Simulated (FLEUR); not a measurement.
Input and output of a self-consistent single point for AlN (F-43m, 2 atoms in the cell) (FLEUR).

Method of the run: LDA (Perdew-Zunger), all-electron FLAPW (FLEUR), scalar-relativistic valence.

```xyz
2
Lattice="0.0000 2.1840 2.1840 2.1840 0.0000 2.1840 2.1840 2.1840 0.0000" Properties=species:S:1:pos:R:3 pbc="T T T"
Al     0.0000     0.0000     0.0000
N      3.2760     3.2760     3.2760
```

Reference input (self-consistent single point, DFT, LDA (Perdew-Zunger), all-electron FLAPW (FLEUR), scalar-relativistic valence): Kmax = 4.5 1/bohr; GmaxXC = 18 1/bohr; xcFunctional = pz; jspins = 1; l_soc = F; mode = hist; fermiSmearingEnergy = 0.0001 Htr; mesh (inpgen div1-3) = 7 7 7; inpgen gamma flag = false; Gmax = 18 1/bohr; numbands = 0; maxIterBroyd = 99. This run's input differs from it in these lines:

```diff
@@ -15,3 +15,3 @@
 &exco xctyp='pz' /
-&kpt div1=7 div2=7 div3=7 /
+&kpt div1=5 div2=5 div3=5 /
 &end /
```

The program printed (abridged):

```
 Iteration:     1   Distance:      27.77253814 me/bohr^3
 Iteration:     2   Distance:      24.05963098 me/bohr^3
 Iteration:     3   Distance:       8.55650113 me/bohr^3
 Iteration:     4   Distance:       5.02428078 me/bohr^3
 Iteration:     5   Distance:       0.72580731 me/bohr^3
   [... 4 lines left out ...]
 Iteration:    10   Distance:       0.00064226 me/bohr^3
 Iteration:    11   Distance:       0.00073947 me/bohr^3
 Iteration:    12   Distance:       0.00002031 me/bohr^3
 Iteration:    13   Distance:       0.00000632 me/bohr^3
 Run finished successfully
 Stop message:
   Structural relaxation: Done

[file out, last iteration]
             iter=     14
[...]
          total density-effective poten   -4.5116228177E+02
          total charge density-energy d   -2.4296608499E+01
 Updated energy parameters for spin:           1
[...]
 fermi energy and band-weighting factors:

[...]
FERMIE:
          first approx. to ef    (T=0)  :   0.235813 htr   (energy of the highest occ. eigenvalue)
          number of occ. states  (T=0)  :         56
          first approx. to seigv (T=0)  :   0.409934 htr
          sum of weights of occ. states :   4.000000
          sum of semicore charge        :   0.000000 e
FERHIS:  Fermi-Energy by histogram:
          bandgap                     :   0.140114 htr
   [... lines left out ...]
          charge neutrality (T=0)     :   0.000000    (zero if the highest occ. eigenvalue is "entirely" occupied)
 Direct bandgap for spin            1 :   0.15541557616866172       Htr
 ---->    free energy=                      -296.4155103692 htr
   [... lines left out ...]
      extrapolation for T->0
 ---->    total electron energy=            -296.4155103692 htr
 ***** TOTAL FORCES ON ATOMS *****
 TOTAL FORCE FOR ATOM TYPE=  1  X=  0.000   Y=  0.000   Z=  0.000
                       FX_TOT= 0.000000 FY_TOT= 0.000000 FZ_TOT= 0.000000
 TOTAL FORCE FOR ATOM TYPE=  2  X= -2.064   Y= -2.064   Z= -2.064
                       FX_TOT= 0.000000 FY_TOT= 0.000000 FZ_TOT= 0.000000
 Structural relaxation: Done
```

The run converged in 13 iterations. FLEUR gives forces in its relaxation mode, with a further iteration, so its stop message speaks of a relaxation. Against the reference run the free energy goes up by 4.1 meV/atom and the gap on the mesh goes from 3.540 to 3.813 eV.

The starting cell comes from a database of computed structures (which also holds hypothetical and non-ambient phases and stackings), without a prior relaxation at this level. Values depend on the basis (sphere radii, cutoffs, local orbitals), which need not be converged. Another mesh or the band path of this cell gives a smaller gap, so this value is not converged in the mesh.
